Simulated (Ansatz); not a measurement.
The parent structure is Ta in the bcc (W type) structure (space group Im-3m, No. 229; a = 3.3197 Å).

(Cell as relaxed with PBE.)

Levels (all Ansatz, a quantum-chemistry and plane-wave program, PAW, earlier PAW set): PBE (420 eV, no spin-orbit coupling); r2SCAN (500 eV, scalar-relativistic without spin-orbit coupling).

Each level relaxes its own structure.

| quantity | PBE | r2SCAN |
|---|---|---|
| volume per atom | 18.29 Å³ | [?] |
| lattice parameter a | 3.320 Å | [?] |
| band gap | zero | [?] |

Q: Predict the r2SCAN column.

A: 
- volume per atom, r2SCAN: 18.05 Å³
- lattice parameter a, r2SCAN: 3.305 Å
- band gap, r2SCAN: zero

PBE's volume per atom lies 0.24 Å³ above r2SCAN's (1.3 %); PBE's lattice parameter a lies 0.015 Å above r2SCAN's (0.4 %); the two agree on the band gap. Neither level is exact; r2SCAN is the comparison here, not a measurement.

Stability against distortions was not tested. All final runs are without spin polarisation.
